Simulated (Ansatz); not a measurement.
An Ansatz (a first-principles code) run: AlRu with a change (Ru → Ni); Kohn–Sham DFT with the PBEsol functional, run in Ansatz with PAW and 420 eV plane waves, spin-orbit coupling left out.

Input:

Ansatz 0.2 input:
```yaml
crystal:
  lattice:
    - [2.8621725334, 0, 0]
    - [0, 2.8621725334, 0]
    - [0, 0, 2.8621725334]
  atoms:
    - { symbol: Al, position: [0, 0, 0] }
    - { symbol: Ni, position: [0.5, 0.5, 0.5] }
basis: { ecutwfc: 420, ecutrho_ratio: 4, xc_grid: 2, fft_grid_basis: typed }
kpoints: { mp_grid: { grid: [16, 16, 16] } }
hamiltonian:
  xc: pbesol
  dispersion: none
  pseudopotentials: { kind: paw }
scf: { occupations: { method: fermi_dirac, width: 0.05 }, convergence: { dr2_threshold: 0.0000000002 } }
output: { forces: true, stress: true }
checkpoint: { write: state.ck, write_every: 1000 }
```

Output (explanatory and most iteration lines left out):

```
Pseudopotential: Al, paw, valence charge 3
Pseudopotential: Ni, paw, valence charge 18
Crystal: 2 atoms, lattice volume = 23.447 Å³
Basis set: ecut = 420 eV, 461 PW (Γ), exchange–correlation on 40×40×40 points (8 copies of the dense FFT grid, shifted against one another)
Bands: 15, of which v1, the nominal top of the filled ones, is band 11 counted from 1 (10 counted from 0)
Symmetry: 48 space group operations
Space group: Pm-3m (ITA 221), of the structure as read, at distance tolerance 2.9e-5 Å
k-points: 165 of 4096
Functional: x = pbesol(κ = 0.804, μ = 0.12345679012345678), c = pbesol(β = 0.046)
SCF iter   1: F=—  HF=-6330.873917 eV  |F-HF|=—  |Δ(HF+E_count)|=         —  Δρ=1.89e-2  dr2=4.87e-2  ethr=1.77e-3  ⟨swp⟩=4.9  Hψ=11453  notcnv=0
SCF iter   2: F=—  HF=-6330.867958 eV  |F-HF|=—  |Δ(HF+E_count)|=   5.96e-3  Δρ=6.45e-3  dr2=6.44e-3  ethr=2.32e-4  ⟨swp⟩=2.0  Hψ=4474  notcnv=0  defer=31
SCF 1 converged in 6 iterations: F = -6330.867214 eV  dr2 = 1.13e-10
SCF converged after 6 iterations
Free energy (F): -6330.867214 eV
Internal energy: -6330.860806 eV  (E = F + TS)
E sigma→0 (E₀):  -6330.864010 eV
Entropy (-TS):   -0.006407 eV (-3.204 meV/atom)
Fermi energy:    14.193330 eV
--- Forces (eV/Å), atoms counted from 1 ---
  atom   1  Al    -0.00000000     0.00000000     0.00000000
  atom   2  Ni     0.00000000    -0.00000000     0.00000000
--- Stress (GPa, compression-positive) ---
       -0.002261       0.000000       0.000000
        0.000000      -0.002261       0.000000
        0.000000       0.000000      -0.002261
  P = ⅓ Tr σ = -0.0023 GPa (-0.023 kbar)
```

Stability against distortions was not tested. Seeded moments were not kept for Ru → Ni. The final runs are not spin-polarised. The cell was made from AlRu by this change: Ru → Ni.
